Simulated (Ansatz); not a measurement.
Model glasses of amorphous Si3N4, 71 to 78 atoms (Si30N40 before any change). Each row is one cell at a composition chosen by hand, melted whole on the CHGNet potential with the anions pushed apart under 1.9 Å, quenched within some picoseconds, far faster than a real film, and relaxed with PBE, scalar-relativistic without spin-orbit coupling (plane waves to 420 eV, PAW; Ansatz, an electronic-structure program). Each is the lower in DFT energy of 2 quenches. Cycles of charging and discharging were tried on the cells ahead of these points, and a cell that came back lower was taken. The column on the box says what of it was relaxed with the atoms; held means as the quench left it. Cells that kept moments or hold spare charge are left out, and those that charging annealed.

From the neutral cell one electron is taken away, or one added, and the atoms relax (PBE, the zone centre alone, moment held at 1 μB, uniform background; no image-charge correction, which leaves W too low where the charge is localised). W = E(+1) + E(−1) − 2 E(0) is the cost of moving an electron from one such cell to another; the spacing parts the highest filled and lowest empty level of the neutral cell, which ran without spin polarisation.

Formal charges balance in every cell (each cation at its usual highest valence, Cu and Ag at +1, Sb at +3, H at +1, O at −2, N at −3, F and Cl at −1). R− and R+ are the energies that the atoms' relaxation gave back after the electron was added or removed.

```
cell             change    box  spacing (eV)  R− (eV)  R+ (eV)  spacing − R− − R+ (eV)    W (eV)
----------  -----------  -----  ------------  -------  -------  ----------------------  --------
Si30N44Zr3  +4 N, +3 Zr   held          0.94     0.32     0.48                    0.14      0.68
Si30N34O9    −6 N, +9 O   held          1.75     1.03     0.28                    0.44  withheld
Si30N45Ta3  +5 N, +3 Ta   held          1.65     0.30     0.20                    1.15      1.50
Si30N42Mg3  +3 Mg, +2 N   held          2.09     0.39     0.14                    1.56      1.66
Si30N38O3    −2 N, +3 O  shape          2.68     0.72     0.19                    1.77      1.92
Si30N41Al   +1 Al, +1 N  shape          2.58     0.51     0.20                    1.87      1.98
```

Problem. Fit a straight line of the last column on the one before it through the 5 full rows, and predict the withheld value for Si30N34O9.

Solution. Means: x = 1.298, y = 1.548. Slope = Σ(Δx Δy) / Σ(Δx²) = 1.4643 / 1.9815 = 0.739; intercept = 1.548 − (0.739) × 1.298 = 0.589 eV; r.m.s. residual 0.047 eV. Prediction: 0.589 + (0.739) × 0.44 = 0.91 eV. The run gave 0.84 eV, a miss of 0.07 eV, within twice the residual.

Problem. What would a slope of 1 with no intercept mean?

Solution. That adding and removing an electron at fixed atoms costs just the level spacing, as it does for levels spread over a large cell, so that W follows by bookkeeping. The fit has 0.739 and 0.589 eV; a departure holds the carrier's repulsion on its site, which raises W, and the uncorrected background, which lowers it.

In Si30N34O9 the spacing lies under 0.8 of the table's widest and a localised level on an atom of the host, not next to a guest, bounds it: there a defect of the quenched network is a likely cause.
